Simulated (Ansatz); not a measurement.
BaBi₃ (Pm-3m): band-structure transport figures

Input:

```yaml
crystal:
  lattice:
    - [5.05389, 0.00000, 0.00000]
    - [0.00000, 5.05389, 0.00000]
    - [0.00000, 0.00000, 5.05389]
  atoms:
    - { symbol: Ba, position: [0.00000, 0.00000, 0.00000] }
    - { symbol: Bi, position: [0.00000, 0.50000, 0.50000] }
    - { symbol: Bi, position: [0.50000, 0.00000, 0.50000] }
    - { symbol: Bi, position: [0.50000, 0.50000, 0.00000] }
```

All values below come from PBEsol, rigid bands (plane waves, PAW, scalar-relativistic; Ansatz, a quantum-chemistry and plane-wave program). Cell: cell and atoms relaxed with PBEsol.

* **density of states at the Fermi level**: 2.01 states/(eV·cell), both spins
* **bare Sommerfeld coefficient**: 1.18 mJ/(mol of atoms·K²)
* **Drude plasma energy**: 6.2 eV
* **root-mean-square Fermi velocity**: 9.8e5 m/s
* **resistivity times τ**: 12.6 ×10⁻²² Ω·m·s

A metal at this level (no band gap); rigid bands, thermally averaged at 300 K, both spins. Spin-orbit coupling is left out, which matters with elements this heavy. τ is one relaxation time for all states.

Computed structure with no diffraction record at hand here (it may be known, metastable or hypothetical): BaBi3 (Pm-3m).
